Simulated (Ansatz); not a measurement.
An Ansatz (a program for electronic structure) run: Ga2O3 with a change (isotropic strain +2.25 %); PBEsol, PAW, 420 eV (Ansatz; no SOC).

Input:

Ansatz 0.2 input:
```yaml
crystal:
  lattice:
    - [2.556425035, 1.4759526822, 4.5837931748]
    - [-2.556425035, 1.4759526822, 4.5837931748]
    - [0, -2.9519053643, 4.5837931748]
  atoms:
    - { symbol: Ga, position: [0.6442995292, 0.6442995292, 0.6442995292] }
    - { symbol: Ga, position: [0.1442995292, 0.1442995292, 0.1442995292] }
    - { symbol: Ga, position: [0.3557004708, 0.3557004708, 0.3557004708] }
    - { symbol: Ga, position: [0.8557004708, 0.8557004708, 0.8557004708] }
    - { symbol: O, position: [0.75, 0.4472128088, 0.0527871912] }
    - { symbol: O, position: [0.0527871912, 0.75, 0.4472128088] }
    - { symbol: O, position: [0.25, 0.5527871912, 0.9472128088] }
    - { symbol: O, position: [0.5527871912, 0.9472128088, 0.25] }
    - { symbol: O, position: [0.9472128088, 0.25, 0.5527871912] }
    - { symbol: O, position: [0.4472128088, 0.0527871912, 0.75] }
basis: { ecutwfc: 420, ecutrho_ratio: 4, xc_grid: 2, fft_grid_basis: typed }
kpoints: { mp_grid: { grid: [8, 8, 8] } }
hamiltonian:
  xc: pbesol
  dispersion: none
  pseudopotentials: { kind: paw }
scf: { occupations: { method: fermi_dirac, width: 0.05 }, convergence: { dr2_threshold: 0.000000001 } }
relax: { f_tol: 0.005, max_steps: 50 }
output: { forces: true, stress: true }
checkpoint: { write: state.ck, write_every: 1000 }
```

Output (explanatory and most iteration lines left out):

```
Relaxation: its limit of steps is 50 (relax.max_steps)
Pseudopotential: Ga, paw, valence charge 13
Pseudopotential: O, paw, valence charge 6
Crystal: 10 atoms, lattice volume = 103.772 Å³
Basis set: ecut = 420 eV, 2073 PW (Γ), exchange–correlation on 80×80×80 points (8 copies of the dense FFT grid, shifted against one another)
Bands: 54, of which v1, the nominal top of the filled ones, is band 44 counted from 1 (43 counted from 0)
Symmetry: 12 space group operations
Space group: R-3c (ITA 167), of the structure as read, at distance tolerance 4.7e-5 Å
k-points: 65 of 512
Functional: x = pbesol(κ = 0.804, μ = 0.12345679012345678), c = pbesol(β = 0.046)
SCF iter   1: F=—  HF=-18341.542233 eV  |F-HF|=—  |Δ(HF+E_count)|=         —  Δρ=1.73e-2  dr2=2.38e-1  ethr=1.77e-3  ⟨swp⟩=6.1  Hψ=12600  notcnv=0  defer=36
SCF iter   2: F=—  HF=-18341.474013 eV  |F-HF|=—  |Δ(HF+E_count)|=   6.82e-2  Δρ=2.24e-3  dr2=2.31e-3  ethr=2.70e-4  ⟨swp⟩=2.0  Hψ=5338  notcnv=0  defer=303
SCF 1 converged in 9 iterations: F = -18341.474115 eV  dr2 = 5.83e-11
relax step   1: F+E_penalty+E_count = -18341.47411500 eV  Δ(F+E_penalty+E_count) = +0.000e0 eV  max|allowed force component| = 1.274e-2 eV/Å  Δτ_max = 0.0000 Å  (9 SCF iters, accepted)
Crystal: 10 atoms, lattice volume = 103.772 Å³
SCF iter   1: F=—  HF=-18341.474139 eV  |F-HF|=—  |Δ(HF+E_count)|=         —  Δρ=4.57e-5  dr2=1.14e-6  ethr=1.24e-9  ⟨swp⟩=2.0  Hψ=9583  notcnv=0  defer=303
SCF iter   2: F=—  HF=-18341.474137 eV  |F-HF|=—  |Δ(HF+E_count)|=   2.68e-6  Δρ=2.26e-5  dr2=3.05e-7  ethr=1.24e-9  ⟨swp⟩=2.2  Hψ=5616  notcnv=0  defer=303
SCF 2 converged in 5 iterations: F = -18341.474136 eV  dr2 = 2.51e-10
relax step   2: F+E_penalty+E_count = -18341.47413647 eV  Δ(F+E_penalty+E_count) = -2.147e-5 eV  max|allowed force component| = 1.145e-2 eV/Å  Δτ_max = 0.0003 Å  (5 SCF iters, accepted)
Crystal: 10 atoms, lattice volume = 103.772 Å³
SCF iter   1: F=—  HF=-18341.474182 eV  |F-HF|=—  |Δ(HF+E_count)|=         —  Δρ=2.44e-4  dr2=2.68e-5  ethr=8.02e-8  ⟨swp⟩=2.0  Hψ=7483  notcnv=0  defer=303
SCF iter   2: F=—  HF=-18341.474172 eV  |F-HF|=—  |Δ(HF+E_count)|=   9.74e-6  Δρ=1.15e-4  dr2=5.98e-6  ethr=3.04e-8  ⟨swp⟩=2.0  Hψ=5528  notcnv=0  defer=303
SCF 3 converged in 5 iterations: F = -18341.474169 eV  dr2 = 9.79e-10
relax step   3: F+E_penalty+E_count = -18341.47416877 eV  Δ(F+E_penalty+E_count) = -3.230e-5 eV  max|allowed force component| = 3.843e-3 eV/Å  Δτ_max = 0.0008 Å  (5 SCF iters, accepted)
SCF converged after 5 iterations
Free energy (F): -18341.474169 eV
Internal energy: -18341.474169 eV  (E = F + TS)
E sigma→0 (E₀):  -18341.474169 eV
Fermi energy:    9.100114 eV
--- Forces (eV/Å), atoms counted from 1 ---
  atom   1  Ga    -0.00000000     0.00000000     0.00384345
  atom   2  Ga     0.00000000     0.00000000     0.00384345
  atom   3  Ga     0.00000000    -0.00000000    -0.00384345
  atom   4  Ga    -0.00000000    -0.00000000    -0.00384345
  atom   5  O      0.00040392    -0.00069960     0.00000000
  atom   6  O      0.00040392     0.00069960    -0.00000000
  atom   7  O     -0.00040392     0.00069960    -0.00000000
  atom   8  O      0.00080783     0.00000000     0.00000000
  atom   9  O     -0.00040392    -0.00069960     0.00000000
  atom  10  O     -0.00080783     0.00000000    -0.00000000
--- Stress (GPa, compression-positive) ---
      -13.196607       0.000000      -0.000000
        0.000000     -13.196607       0.000000
        0.000000       0.000000     -11.617231
  P = ⅓ Tr σ = -12.6701 GPa (-126.701 kbar)
--- Relaxed structure (3 steps of the walk, 3 accepted, 0 SCFs on fresh bases) ---
  atoms:
    - { symbol: Ga, position: [0.6443621283223285, 0.6443621283223285, 0.6443621283223285] }
    - { symbol: Ga, position: [0.14436212832232856, 0.14436212832232856, 0.14436212832232856] }
    - { symbol: Ga, position: [0.3556378716776714, 0.3556378716776714, 0.3556378716776714] }
    - { symbol: Ga, position: [0.8556378716776715, 0.8556378716776715, 0.8556378716776715] }
    - { symbol: O, position: [0.75, 0.4473693990122601, 0.05263060098773992] }
    - { symbol: O, position: [0.05263060098773997, 0.75, 0.44736939901225997] }
    - { symbol: O, position: [0.2500000000000001, 0.5526306009877401, 0.9473693990122604] }
    - { symbol: O, position: [0.55263060098774, 0.94736939901226, 0.24999999999999994] }
    - { symbol: O, position: [0.9473693990122598, 0.24999999999999983, 0.5526306009877398] }
    - { symbol: O, position: [0.44736939901225997, 0.05263060098773992, 0.75] }
```

No phonon test of stability was made. The cell was made from Ga2O3 in the corundum structure (space group R-3c, No. 167) by this change: isotropic strain +2.25 %.
